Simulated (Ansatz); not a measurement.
## 1T (CdI2-type) TiBr2 (cell taken from a computed entry)

All values below come from r²SCAN (Ansatz, a first-principles code, PAW).

Run with plane-wave cutoff 560 eV, 18×18×10 k mesh (along the axes of the cell as run), Fermi–Dirac smearing 0.05 eV, spin-polarised start, scalar-relativistic PAW data made under PBE.

Cell (relaxed at this level):

```xyz
3
Lattice="3.8829 0.0000 0.0000 -1.9415 3.3627 0.0000 0.0000 0.0000 6.4680" Properties=species:S:1:pos:R:3 pbc="T T T"
Ti     0.0000     0.0000     0.0000
Br     0.0000     2.2418     1.5056
Br     1.9415     1.1209     4.9625
```

For 1T (CdI2-type) TiBr2 (cell taken from a computed entry), the band gap is 0.58 eV (on the SCF k mesh). The direct gap at Γ is 1.44 eV.

Note: the magnetic order was assumed, not searched for or taken from measurement; the cell comes from a level without a dispersion term, which matters for the spacing of layers, chains or molecules; the relaxation could not lower the start's symmetry, so the cell can be a saddle point above a distorted one; the cell has widely spaced layers and the level no dispersion term, so their spacing and the moduli can rest on weak binding.

Spin–orbit coupling is not included.

The computed numbers hold no vibrational or temperature effects.

Computing time: roughly 30 core-minutes.
